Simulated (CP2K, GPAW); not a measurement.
A CP2K input for a self-consistent single point of MgZnCu (Imma, 6 atoms in the cell) (DFT LDA (Pade form), GPW, DZVP-MOLOPT-SR-GTH basis, GTH-PADE potentials (GTH_POTENTIALS)):

```
&GLOBAL
  PROJECT mgzncu
  RUN_TYPE ENERGY_FORCE
  PRINT_LEVEL LOW
&END GLOBAL
&FORCE_EVAL
  METHOD Quickstep
  STRESS_TENSOR ANALYTICAL
  &DFT
    BASIS_SET_FILE_NAME BASIS_MOLOPT
    POTENTIAL_FILE_NAME GTH_POTENTIALS
    &QS
      METHOD GPW
      EPS_DEFAULT 1E-10
    &END QS
    &MGRID
      CUTOFF 1000
      REL_CUTOFF 60
      NGRIDS 5
    &END MGRID
    &SCF
      SCF_GUESS ATOMIC
      EPS_SCF 1E-7
      MAX_SCF 100
      ADDED_MOS 11
      &DIAGONALIZATION
        ALGORITHM STANDARD
      &END DIAGONALIZATION
      &MIXING
        METHOD BROYDEN_MIXING
        ALPHA 0.3
        NBUFFER 10
        BETA 1.5
      &END MIXING
      &SMEAR ON
        METHOD FERMI_DIRAC
        ELECTRONIC_TEMPERATURE [K] 1160.45
      &END SMEAR
    &END SCF
    &KPOINTS
      SCHEME MONKHORST-PACK 5 5 5
    &END KPOINTS
    &XC
      &XC_FUNCTIONAL PADE
      &END XC_FUNCTIONAL
    &END XC
    &PRINT
      &MO
        EIGENVALUES T
        OCCUPATION_NUMBERS T
        NDIGITS 8
        FILENAME mo
        &EACH
          QS_SCF 0
        &END EACH
        ADD_LAST NUMERIC
      &END MO
      &MULLIKEN OFF
      &END MULLIKEN
    &END PRINT
  &END DFT
  &SUBSYS
    &CELL
      ABC 4.98200100 4.98200071 4.98200016
      ALPHA_BETA_GAMMA 120.17806124 119.37121910 90.39218353
      PERIODIC XYZ
    &END CELL
    &COORD
      SCALED
      Mg       0.12315000     0.87315000     0.25000000
      Mg       0.87685000     0.12685000     0.75000000
      Zn       0.50000000     0.50000000     0.50000000
      Zn       0.50000000     0.00000000     0.00000000
      Cu       0.50000000     0.50000000     0.00000000
      Cu       0.00000000     0.50000000     0.50000000
    &END COORD
    &KIND Mg
      BASIS_SET DZVP-MOLOPT-SR-GTH
      POTENTIAL GTH-PADE-q10
    &END KIND
    &KIND Zn
      BASIS_SET DZVP-MOLOPT-SR-GTH
      POTENTIAL GTH-PADE-q12
    &END KIND
    &KIND Cu
      BASIS_SET DZVP-MOLOPT-SR-GTH
      POTENTIAL GTH-PADE-q11
    &END KIND
  &END SUBSYS
  &PRINT
    &FORCES ON
    &END FORCES
    &STRESS_TENSOR ON
    &END STRESS_TENSOR
  &END PRINT
&END FORCE_EVAL
```

### Question
Give the GPAW input for the same structure, mesh, smearing and functional.

### Answer
This is the input that was run; spellings and numerical settings could be chosen otherwise.

```python
from ase import Atoms
from ase.units import GPa
from gpaw import GPAW, PW, FermiDirac

atoms = Atoms(['Mg', 'Mg', 'Zn', 'Zn', 'Cu', 'Cu'],
              cell=[[-2.484293, 2.514637, 3.510729],
                    [2.484293, -2.514637, 3.510729],
                    [2.484293, 2.514637, -3.510729]],
              scaled_positions=[[0.123150, 0.873150, 0.250000],
                                [0.876850, 0.126850, 0.750000],
                                [0.500000, 0.500000, 0.500000],
                                [0.500000, 0.000000, 0.000000],
                                [0.500000, 0.500000, 0.000000],
                                [0.000000, 0.500000, 0.500000]],
              pbc=True)

calc = GPAW(mode=PW(850),
            xc='LDA',
            kpts=(5, 5, 5),
            occupations=FermiDirac(0.1),
            nbands=-14,
            symmetry={'symmorphic': False, 'tolerance': 0.0005},
            maxiter=150)

atoms.calc = calc

energy = atoms.get_potential_energy()
print('Energy (eV):', round(energy, 6))
forces = atoms.get_forces()
print('Forces (eV/Ang):')
print(forces.round(5))
stress = atoms.get_stress()
print('Stress (GPa, Voigt):', (stress / GPa).round(4))
```

Basis settings and potentials, where a program has them, do not carry over. This input uses DFT LDA (Perdew-Wang 92), plane waves, GPAW PAW datasets LDA (gpaw-data 1.0.1). LDA parametrisations can differ slightly between programs.

The starting cell comes from a database of computed structures (which also holds hypothetical and non-ambient phases and stackings), without a prior relaxation at this level. Its lattice was rescaled by a random factor within 2.5 % of one. For this run, on top of that: lattice scaled by 0.98.
